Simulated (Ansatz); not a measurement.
The reference is WS2 (space group P6_3/mmc, No. 194; a = 3.115 Å, c = 11.773 Å; layered, stacked along the Cartesian z axis).

Levels (all Ansatz, a quantum-chemistry and plane-wave program, PAW, earlier PAW set): PBEsol-D3(BJ) (420 eV, no spin-orbit coupling); r2SCAN (500 eV, spin-orbit coupling left out); HSE06 (420 eV, without spin-orbit coupling); PBEsol+SOC (420 eV, noncollinear with spin-orbit coupling).

Levels that relaxed their own cell: PBEsol-D3(BJ).

```csv
level,band gap,lattice parameter a,lattice parameter c
PBEsol-D3(BJ),0.66 eV,3.115 Å,11.773 Å
r2SCAN,0.81 eV,–,–
HSE06,1.19 eV,–,–
PBEsol+SOC,0.62 eV,–,–
```

Measured: band gap 1.35 eV (room temperature; as listed in Carlos M. O. Bastos et al., Physical Review Materials (2019)); lattice parameter a 3.153 Å (room temperature; as listed in arXiv:1605.07067); lattice parameter c 12.323 Å (room temperature; as listed in arXiv:1605.07067).

Computed minus measured — band gap: PBEsol-D3(BJ) -0.69 eV, r2SCAN -0.54 eV, HSE06 -0.16 eV, PBEsol+SOC -0.73 eV (closest: HSE06); lattice parameter a: PBEsol-D3(BJ) -1.2 %; lattice parameter c: PBEsol-D3(BJ) -4.5 %. Measured values not marked as corrected hold thermal and zero-point effects that the static-lattice runs lack. A measured gap can be an optical one, lowered by exciton binding. Levels without spin-orbit coupling miss its effect on the gap.

Single points use the geometry relaxed with PBEsol-D3(BJ). The hybrid gap comes from the SCF mesh plus the semilocal run's edge points and a few special points and is an upper bound. The spin-orbit shifts are approximate. With W present, leaving out spin-orbit coupling can change the band edges. Whether these cells are dynamically stable was not tested.
